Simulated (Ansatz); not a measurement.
**How far PBE and r2SCAN part for CaO, isotropic strain −2.38 %**

Take CaO in the rock salt structure (space group Fm-3m, No. 225; a = 4.8307 Å) as the base.

(Cell as relaxed with PBE.)

Levels (all Ansatz, a quantum-chemistry and plane-wave program, PAW): PBE (420 eV, spin-orbit coupling left out); r2SCAN (500 eV, no SOC).

Each level relaxes its own structure.

| base | PBE | r2SCAN |
|---|---|---|
| volume per atom | 14.09 Å³ | 13.78 Å³ |
| lattice parameter a | 4.831 Å | 4.795 Å |
| band gap | 3.66 eV | 4.20 eV |

It is then changed as follows: an isotropic linear strain of −2.38 %, atoms relaxed at fixed cell.

| quantity | PBE | r2SCAN |
|---|---|---|
| band gap | 3.63 eV | ? |
| shift of the gap caused by the change | -0.02 eV | ? |
| gap character | indirect, Γ → X | ? |
| pressure | 8.93 GPa | ? |

Problem. Predict the r2SCAN column.

Solution. 
- band gap, r2SCAN: 4.17 eV
- shift of the gap caused by the change, r2SCAN: -0.03 eV
- gap character, r2SCAN: indirect, Γ → X
- pressure, r2SCAN: 9.89 GPa

PBE's band gap lies 0.54 eV below r2SCAN's; PBE's pressure lies 0.96 GPa below r2SCAN's; the two agree on the gap character. Neither level is exact; r2SCAN is the comparison here, not a measurement.

Whether these cells are dynamically stable was not tested.
